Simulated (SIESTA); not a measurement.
Worked example: self-consistent single point of VH (Fm-3m, 2 atoms in the cell) in SIESTA.

Method: LDA PW92, numerical atomic orbitals TZP, PseudoDojo LDA standard norm-conserving potentials (rewritten from UPF to PSML) run with SIESTA.

```
CELL_PARAMETERS angstrom
      0.00000     1.96375     1.96375
      1.96375     0.00000     1.96375
      1.96375     1.96375     0.00000
ATOMIC_POSITIONS crystal
  V  0.00000 0.00000 0.00000
  H  0.50000 0.50000 0.50000
```

Reference input (self-consistent single point, DFT, GGA PBEsol, numerical atomic orbitals TZP, PseudoDojo PBEsol standard norm-conserving potentials (rewritten from UPF to PSML)): XC.functional = GGA; XC.authors = PBEsol; potentials = PseudoDojo PBEsol standard; PAO.BasisSize = TZP; PAO.EnergyShift = 0.01 Ry; MeshCutoff = 400 Ry; kgrid.MonkhorstPack = 14 14 14; OccupationFunction = MP; OccupationMPOrder = 0; ElectronicTemperature = 100 meV; MaxSCFIterations = 150; SCF.Mixer.Method = Pulay. This run's input differs from it in these lines:

```diff
@@ -1,2 +1,2 @@
-# files in the folder: V.psml H.psml (PseudoDojo PBEsol standard)
+# files in the folder: V.psml H.psml (PseudoDojo LDA standard)
 SystemName  VH
@@ -22,4 +22,4 @@
 
-XC.functional                GGA
-XC.authors                   PBEsol
+XC.functional                LDA
+XC.authors                   PW92
 PAO.BasisSize                TZP
```

Output (repeated stretches shortened):

```
        iscf     Eharris(eV)        E_KS(eV)     FreeEng(eV)     dDmax    Ef(eV) dHmax(eV)
   scf:    1    -2004.646490    -2020.214060    -2020.219184  1.587228 -4.739028  8.701249
   scf:    2    -2023.775894    -2022.317764    -2022.324716  0.337774 -5.796518  2.974046
   scf:    3    -2022.704603    -2022.600969    -2022.607153  0.138418 -6.394951  0.046687
   scf:    4    -2022.601384    -2022.601232    -2022.607297  0.003569 -6.377670  0.041422
   scf:    5    -2022.601462    -2022.601356    -2022.607375  0.003275 -6.383151  0.011395
   scf:    6    -2022.601369    -2022.601365    -2022.607378  0.001108 -6.387060  0.004705
   scf:    7    -2022.601371    -2022.601369    -2022.607378  0.000355 -6.385388  0.002833
   scf:    8    -2022.601366    -2022.601367    -2022.607378  0.000139 -6.386095  0.000023
mix: Pulay -- inversion failed, > SVD [rank/size] 4 / 5
   scf:    9    -2022.601367    -2022.601367    -2022.607378  0.000001 -6.386089  0.000001
SCF Convergence by DM+H criterion
max |DM_out - DM_in|         :     0.0000011466
max |H_out - H_in|      (eV) :     0.0000014636
SCF cycle converged after 9 iterations

Using DM_out to compute the final energy and forces

siesta: E_KS(eV) =            -2022.6014

siesta: E_KS - E_eggbox =     -2022.6014

siesta: Atomic forces (eV/Ang):
     1    0.000000    0.000000    0.000000
     2    0.000000    0.000000    0.000000
   Tot    0.000000    0.000000    0.000000
   Max    0.000000
   Res    0.000000    sqrt( Sum f_i^2 / 3N )
   Max    0.000000    constrained

Stress tensor Voigt[x,y,z,yz,xz,xy] (kbar):      131.98      131.98      131.98       -0.00       -0.00       -0.00
(Free)E + p*V (eV/cell)    -2023.8550
Target enthalpy (eV/cell)    -2022.6074

siesta: Program's energy decomposition (eV):
siesta: FreeEng =     -2022.607378

   [... lines left out ...]
siesta: Cell volume =         15.145789 Ang**3
siesta:        -131.98292245       -131.98292382  kBar
   [... lines left out ...]

             -0.135  -0.061  -0.135  -0.061   0.054   0.054   0.099   0.054

              0.099

Species: H
Atom  Qatom  Qorb
               1s      1s      1s      2Ppy    2Ppz    2Ppx
   2  1.362   0.359   0.018   0.762   0.075   0.075   0.075

mulliken: Qtot =       14.000

Mulliken Atomic Populations:
Atom #   charge [q] valence [e]  Species
     1     0.361666   12.638334  V
     2    -0.361666    1.361666  H
 Total    -0.000000
```

The run converged in 9 iterations. Against the reference run the pressure goes from -8.85 to -13.20 GPa.

The starting cell comes from a database of computed structures (which also holds hypothetical and non-ambient phases and stackings), without a prior relaxation at this level. Spin polarisation is off. Values carry the incompleteness of an atom-centred basis. With a pressure of about -13 GPa the cell is away from its equilibrium volume at this level.

Cost on one core of a shared machine: roughly 70 s.
